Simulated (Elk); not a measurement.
Worked example: self-consistent single point of Sc3SnB (Pm-3m, 5 atoms in the cell) in Elk.

Level of theory: PBEsol, all-electron FP-LAPW, Elk's shipped species files, APW+lo basis with extra local orbitals (Elk).

```
CELL_PARAMETERS angstrom
      4.66421     0.00000     0.00000
      0.00000     4.66421     0.00000
      0.00000     0.00000     4.66421
ATOMIC_POSITIONS crystal
  Sc 0.50000 0.00000 0.50000
  Sc 0.00000 0.50000 0.50000
  Sc 0.50000 0.50000 0.00000
  Sn 0.00000 0.00000 0.00000
  B  0.50000 0.50000 0.50000
```

Reference input (self-consistent single point, DFT, LDA (PW92), all-electron FP-LAPW, Elk's shipped species files, APW+lo basis with extra local orbitals): xctype = 3; rgkmax = 8; stype = 3; swidth = 0.00367493 Ha; ngridk = 6 6 6; gmaxvr = 16 1/bohr; nxlo = 2; lorbcnd = true; rmtscf = 0.98; lmaxi = 3. This run's input differs from it in these lines:

```diff
@@ -4,3 +4,3 @@
 xctype
-  3
+  22
```

The program printed (abridged):

```
│ Self-consistent loop started │
│ Loop number : 1 │
 total energy                :     -8486.78467306
│ Loop number : 2 │
 total energy                :     -8487.09994716
RMS change in Kohn-Sham potential (target) :    2.473912078     (  0.1000000000E-05)
Absolute change in total energy (target)   :   0.3152741015     (  0.1000000000E-03)
│ Loop number : 3 │
 total energy                :     -8486.97986971
RMS change in Kohn-Sham potential (target) :    2.447425677     (  0.1000000000E-05)
Absolute change in total energy (target)   :   0.4125892322E-01 (  0.1000000000E-03)
│ Loop number : 4 │
   [... lines left out ...]
Absolute change in total energy (target)   :   0.1307731345E-03 (  0.1000000000E-03)
│ Loop number : 17 │
 total energy                :     -8491.32802920
RMS change in Kohn-Sham potential (target) :   0.1159338958E-05 (  0.1000000000E-05)
Absolute change in total energy (target)   :   0.9501375462E-04 (  0.1000000000E-03)
│ Loop number : 18 │
 total energy                :     -8491.32803163
RMS change in Kohn-Sham potential (target) :   0.2334968866E-06 (  0.1000000000E-05)
Absolute change in total energy (target)   :   0.2131931615E-04 (  0.1000000000E-03)
Convergence targets achieved

│ Loop number : 19 │

Energies :
 Fermi                       :     0.243238006964
 total energy                :     -8491.32803001

Density of states at Fermi energy :    39.32997109
 (states/Hartree/unit cell)

Estimated indirect band gap :   0.6600546218E-02
 from k-point      2 to k-point      1
Estimated direct band gap   :   0.7938493337E-02
 at k-point      2

Charges :
 core                        :    62.00000000
 valence                     :    56.00000000
 interstitial                :    8.857252511
 muffin-tins (core leakage)
  species :    1 (Sc)
   atom    1                 :    19.07153521     (  0.5604828601E-08)
   atom    2                 :    19.07153521     (  0.5604828601E-08)
   atom    3                 :    19.07153521     (  0.5604828601E-08)
  species :    2 (Sn)
   atom    1                 :    48.05721755     (  0.9184593819E-04)
  species :    3 (B)
   atom    1                 :    3.870924310     (  0.9158645131E-04)
 total in muffin-tins        :    109.1427475
 total calculated charge     :    118.0133146
 total charge                :    118.0000000
 error                       :   0.1331463909E-01

│ Self-consistent loop stopped │
```

The run converged in 19 iterations. The count includes the last loop, which Elk runs after its targets are met. 

The starting cell comes from a database of computed structures (which also holds hypothetical and non-ambient phases and stackings), without a prior relaxation at this level. Its lattice was rescaled by a random factor within 2.5 % of one. Values depend on the basis (sphere radii, cutoffs, local orbitals), which need not be converged. The log's line on a gap gives a spacing of levels on this mesh, which the program prints for metals too.
